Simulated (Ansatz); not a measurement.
# Effect of isotropic strain −2.40 % on SiO2

The reference is SiO$_{2}$ in the rutile structure (space group P4_2/mnm, No. 136; a = 4.195 Å, c = 2.678 Å).

Now apply this change: an isotropic linear strain of −2.40 %; the atoms relax in the strained cell.

The values are results of Ansatz (a program for electronic structure), PBEsol, PAW, cutoff 420 eV, spin-orbit coupling left out, not measurements. Γ-centred 8×8×12 mesh, Fermi–Dirac width 0.05 eV.

- Volume per atom: 7.30 Å³ (base 7.85 Å³)
- Space group: P4_2/mnm (No. 136) (base P4_2/mnm (No. 136))
- Shortest interatomic distance: 1.732 Å (base 1.766 Å)
- Energy relative to the base (free energy F): +41 meV/atom
- Pressure (mean of the normal stresses, compression positive): 25.51 GPa (base 0.00 GPa)
- Band gap: 6.59 eV (base 5.35 eV)
- Gap character: direct at Γ (base direct at Γ)
- Mean gap deformation potential ΔEg/Δln V: -17.0 eV
- Width of the top valence band: 2.93 eV (base 2.67 eV)
- Electron mass: 0.43 mₑ along c, 0.56 mₑ across (at Γ) (base 0.37 mₑ along c, 0.47 mₑ across (at Γ))
- Hole mass: 1.1 mₑ along c, 0.81 mₑ across (at Γ) (base 1.8 mₑ along c, 1.1 mₑ across (at Γ))
- Valence-band top at Γ (three highest levels, from the VBM): 0.00, -0.96, -0.96 eV (base 0.00, -0.88, -0.88 eV)
- Valley order (the lowest conduction-band minima on the path, energy above the VBM, named in the base's zone): Γ 6.59 eV; A (1/2, 1/2, 1/2) 7.69 eV (base Γ 5.35 eV; A (1/2, 1/2, 1/2) 6.97 eV)

Effective masses come from finite differences of ±0.01 Å⁻¹. No phonon test of stability was made.
